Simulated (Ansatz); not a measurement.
# Pressure series in hypothetical zinc blende PbS

The reference is PbS in the zinc blende structure (space group F-43m, No. 216; a = 6.543 Å; a hypothetical phase, not in the database extracts checked).

Cell and atoms are relaxed at each pressure.

Levels (all Ansatz, a program for electronic structure, PAW): PBEsol (420 eV, no spin-orbit coupling); HSE06 (420 eV, spin-orbit coupling left out).

Band gaps by level, all at the geometries relaxed with PBEsol:

```csv
case,PBEsol,HSE06
base,0.63 eV,1.22 eV
pressure −2 GPa,0.78 eV,1.37 eV
pressure 0.3 GPa,0.61 eV,1.19 eV
pressure 1.5 GPa,0.53 eV,1.10 eV
pressure 3 GPa,0.43 eV,1.00 eV
pressure 5 GPa,0.31 eV,0.86 eV
pressure 7.5 GPa,0.16 eV,0.70 eV
pressure 10 GPa,zero,0.55 eV
```

Single points use the geometry relaxed with PBEsol. HSE06 gaps are upper bounds (no full band path). With Pb present, leaving out spin-orbit coupling can change the band edges. Load acts through the strain it causes; cell and atoms are relaxed under it. Whether these cells are dynamically stable was not tested. No other phases were tried under pressure. The final runs are not spin-polarised. Gaps under 0.05 eV, about the width of the smearing, are given as zero. A zero or small gap of PbS under pressure 7.5 GPa and PbS under pressure 10 GPa can be the functional's error rather than a property of the material.
